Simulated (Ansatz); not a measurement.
The reference is CsPbCl₃ in the cubic perovskite structure (space group Pm-3m, No. 221; a = 5.619 Å). Axes: x, y, z lie along the cube axes.

The values are results of PBEsol (Ansatz, a program for electronic structure; PAW; 420 eV plane waves; scalar-relativistic without spin-orbit coupling), not measurements.

Before the change:

```
Quantity   Result
--------  -------
Band gap  1.83 eV
```

It is then changed as follows: uniaxial strain ε_zz = −0.60 %, all other strain components held at zero, atoms relaxed at fixed cell.

Problem. Estimate the effect on the stress and band gap.

Solution. The stress (xx, yy, zz, yz, xz, xy; compression positive) amounts to (0.05, 0.05, 0.37, 0.00, 0.00, 0.00) GPa; the band gap drops by 0.04 eV to 1.79 eV.

With Pb present, leaving out spin-orbit coupling can change the band edges. Stability against distortions was not tested. Many cubic perovskites are stable only at high temperature; tilts and polar distortions were not tested. This is not the structure that CsPbCl3 has at room temperature and ambient pressure.
